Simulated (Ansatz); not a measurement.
Input and output of a self-consistent single point for Cu3Pd (P4mm, 4 atoms in the cell) (Ansatz, a program for electronic structure).

Method of the run: LDA (PW92), default PAW files made with PBE (plane waves; Ansatz).

```yaml
crystal:
  lattice:
    - [3.68295, 0.00000, 0.00000]
    - [0.00000, 3.68295, 0.00000]
    - [0.00000, 0.00000, 3.68295]
  atoms:
    - { symbol: Cu, position: [0.01358, 0.50000, 0.50000] }
    - { symbol: Cu, position: [0.50000, 0.00000, 0.50000] }
    - { symbol: Cu, position: [0.50000, 0.50000, 0.00000] }
    - { symbol: Pd, position: [0.00000, 0.00000, 0.00000] }
```

Reference input (self-consistent single point, DFT, LDA (PW92), plane waves, default PAW files made with PBE): basis.ecutwfc = 30.9 Ry; kpoints.mp_grid.grid = 9 9 9; hamiltonian.xc = lda; hamiltonian.pseudopotentials = {kind: paw} (the program's default PAW files); scf.occupations.method = fermi_dirac; scf.occupations.width = 0.0073 Ry. This run's input differs from it in these lines:

Ansatz 0.2 input:
```diff
@@ -15,3 +15,3 @@
   mp_grid:
-    grid: [9, 9, 9]
+    grid: [15, 15, 15]
 hamiltonian:
@@ -22,3 +22,3 @@
   occupations:
-    method: fermi_dirac
+    method: methfessel_paxton
     width: 0.0073 Ry
```

Log, with long lists cut:

```
SCF iter   1: F=—  HF=-26512.044096 eV  |F-HF|=—  |Δ(HF+E_count)|=         —  Δρ=2.02e-2  dr2=9.91e-2  ethr=1.77e-3  ⟨swp⟩=5.7  Hψ=48570  notcnv=0  defer=118
all-band conjugate gradients solve this SCF's bands
preconditioner: auto → Kerker (q_TF=auto, 2.919 Å⁻¹)
SCF iter   2: F=—  HF=-26512.019420 eV  |F-HF|=—  |Δ(HF+E_count)|=   2.47e-2  S|Δr|=    0.00e0  Δρ=3.75e-3  dr2=6.77e-3  ethr=1.32e-4  ⟨swp⟩=2.1  Hψ=22682  notcnv=0  defer=597
   [... lines left out ...]
SCF iter   6: F=—  HF=-26512.017607 eV  |F-HF|=—  |Δ(HF+E_count)|=   2.67e-6  S|Δr|=    0.00e0  Δρ=5.27e-5  dr2=2.23e-6  ethr=1.70e-8  ⟨swp⟩=2.8  Hψ=22090  notcnv=0  defer=597
SCF iter   7: F=—  HF=-26512.017607 eV  |F-HF|=—  |Δ(HF+E_count)|=   1.88e-7  S|Δr|=    0.00e0  Δρ=1.29e-5  dr2=1.09e-7  ethr=2.97e-9  ⟨swp⟩=2.0  Hψ=17021  notcnv=0  defer=597
SCF iter   8: F=-26512.017607 eV  HF=-26512.017607 eV  |F-HF|=9.60e-9  |Δ(HF+E_count)|=   3.37e-8  S|Δr|=    0.00e0  Δρ=3.91e-6  dr2=1.20e-8  ethr=1.33e-10  ⟨swp⟩=7.9  Hψ=47369  notcnv=0
SCF 1 converged in 8 iterations: F = -26512.017607 eV  dr2 = 1.20e-8
Stability not checked (fill_not_monotonic)
Free energy (F): -26512.017607 eV
Internal energy: -26512.017403 eV  (E = F + TS)
E sigma→0 (E₀):  -26512.017556 eV
Entropy (-TS):   -0.000204 eV (-0.051 meV/atom)
Fermi energy:    17.183184 eV
--- Forces (eV/Å), atoms counted from 1 ---
  atom   1  Cu    -0.20129214     0.00000000     0.00000000
  atom   2  Cu     0.10285082     0.00000000     0.00000000
  atom   3  Cu     0.10285082     0.00000000     0.00000000
  atom   4  Pd    -0.00440608    -0.00000000     0.00000000
--- Stress (GPa, compression-positive) ---
       -9.807466      -0.000000       0.000000
       -0.000000      -9.832890       0.000000
        0.000000       0.000000      -9.832890
  P = ⅓ Tr σ = -9.8244 GPa (-98.244 kbar)
  The stress holds the Pulay correction. Without it, at fixed plane waves, as pw.x and ABINIT print it: P = -9.9067 GPa
```

The run converged in 8 iterations. Against the reference run the free energy rises by 6.0 meV/atom, the pressure hardly changes (-9.76 to -9.82 GPa) and the largest force stays at 0.201 eV/Å.

The starting cell comes from a database of computed structures (which also holds hypothetical and non-ambient phases and stackings), without a prior relaxation at this level. Its lattice was rescaled by up to half a per cent. One atom was moved a little off its site on purpose. Spin polarisation is off. With a pressure of about -10 GPa the cell is away from its equilibrium volume at this level. Ansatz's pressure includes its estimate of the finite-basis (Pulay) stress.

Cost on one core of a shared machine: roughly 60 s.
